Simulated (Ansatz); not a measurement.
Take Sn in the diamond structure (space group Fd-3m, No. 227; a = 6.5402 Å) as the base.

Level of theory: Ansatz (an electronic-structure program) PBEsol, spin-orbit coupling left out.

For the base:

The lattice parameter a is 6.540 Å.

Modification: hydrostatic tension (pressure −1 GPa).

**Question.** How does this affect the lattice parameter a?

**Answer.** The lattice parameter a rises by 0.058 Å to 6.598 Å.

Load acts through the strain it causes; cell and atoms are relaxed under it. Stability against distortions was not tested.
